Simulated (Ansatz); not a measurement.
# Pressure series in MoS2

Take MoS$_{2}$ in the 3R-MoS2 type structure (space group R3m, No. 160; layered, stacked along the Cartesian z axis) as the base.

Space group R3m, hexagonal axes (No. 160); a = b = 3.153 Å, c = 17.991 Å, α = β = 90.00°, γ = 120.00°

```tsv
atom	site	symmetry	x	y	z
Mo	3a	3m	0.0000	0.0000	0.0000
S	3a	3m	0.0000	0.0000	0.2465
S	3a	3m	0.0000	0.0000	0.4203
```
(The calculation used a cell of 3 atoms; values per cell refer to that cell.)

Cell and atoms are relaxed at each pressure.

Method: DFT with PBE-D3(BJ), PAW potentials and a 420 eV plane-wave cutoff in Ansatz (an electronic-structure program), no spin-orbit coupling.

```tsv
change	shortest interatomic distance	band gap
base	2.399 Å	0.77 eV
pressure −2 GPa	2.407 Å	1.06 eV
pressure −1 GPa	2.403 Å	0.87 eV
pressure 3 GPa	2.389 Å	0.55 eV
pressure 7 GPa	2.377 Å	0.36 eV
pressure 15 GPa	2.356 Å	0.07 eV
pressure 30 GPa	2.325 Å	zero
pressure 50 GPa	2.293 Å	zero
pressure 75 GPa	2.262 Å	zero
pressure 100 GPa	2.237 Å	zero
```

A case with no gap was solved on a k-mesh chosen for an insulator, which is coarse for it. Load acts through the strain it causes; cell and atoms are relaxed under it. Stability against distortions was not tested. Competing high-pressure phases were not computed. The final runs are not spin-polarised. A zero or small gap of MoS2 under pressure 15 GPa, MoS2 under pressure 30 GPa and MoS2 under pressure 50 GPa can be the functional's error rather than a property of the material.
